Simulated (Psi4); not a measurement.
Psi4 1.11, B3LYP/def2-svpd: Ga(F)(OH)(OMe) (C[O][Ga]([OH])[F]), 9 atoms. The geometry is a generated start, not checked to be a minimum at this level.

```json
{
  "task": "energy",
  "method": "b3lyp",
  "basis": "def2-svpd",
  "memory": "3 GB",
  "maxiter": "100",
  "keys_of_the_molecule_block": "symmetry c1",
  "scf_type": "df (default)",
  "e_convergence": "1e-06 (default)",
  "d_convergence": "1e-06 (default)",
  "dft_radial_points": "75 (default)",
  "dft_spherical_points": "302 (default)",
  "basis_functions": "159",
  "grid_points": "195709"
}
```

```xyz
9

Ga     0.3428     1.0830     0.5377
F      1.2460     2.5752     0.6087
O     -0.8635     0.7709     1.7550
H     -1.0966     1.4695     2.3633
O      0.7355    -0.0296    -0.7563
C      0.0343    -1.2309    -1.0591
H     -0.6229    -1.0590    -1.9154
H      0.7849    -1.9827    -1.3161
H     -0.5605    -1.5964    -0.2178
```

With the defaults (diis = true, scf_initial_accelerator = adiis, damping_percentage = 0, guess = auto, which took SAD, diis_start = 1, diis_max_vecs = 10, soscf = false, soscf_start_convergence = 0.01) it converges in 11 SCF iterations. One run each on 2 threads, with these changes:
- scf_initial_accelerator = none
- soscf = true, soscf_start_convergence = 0.001
- guess = sadno
- diis_start = 4
- damping_percentage = 20
- diis = false, scf_initial_accelerator = none, damping_percentage = 60
- guess = sap
- diis_max_vecs = 3
- diis_max_vecs = 6

Task: Name the settings that don't reach the solution of the defaults.

Result: No convergence: diis = false, scf_initial_accelerator = none, damping_percentage = 60 (the run ends without SCF convergence in 100 iterations). The rest reach the solution of the defaults.

| setting | SCF iterations | JK calls | end |
|---|---|---|---|
| soscf = true, soscf_start_convergence = 0.001 | 8 | 19 | same solution |
| the defaults | 11 | 12 | same solution |
| guess = sap | 11 | 11 | same solution |
| guess = sadno | 11 | 11 | same solution |
| scf_initial_accelerator = none | 11 | 12 | same solution |
| diis_max_vecs = 6 | 12 | 13 | same solution |
| diis_max_vecs = 3 | 16 | 17 | same solution |
| diis_start = 4 | 21 | 22 | same solution |
| damping_percentage = 20 | 21 | 22 | same solution |
| diis = false, scf_initial_accelerator = none, damping_percentage = 60 | 100 | 101 | no convergence |

An SOSCF iteration holds several JK calls; a Hückel guess adds calls on atoms. 1 further run of the study ended by our limits or in an error and is left out.
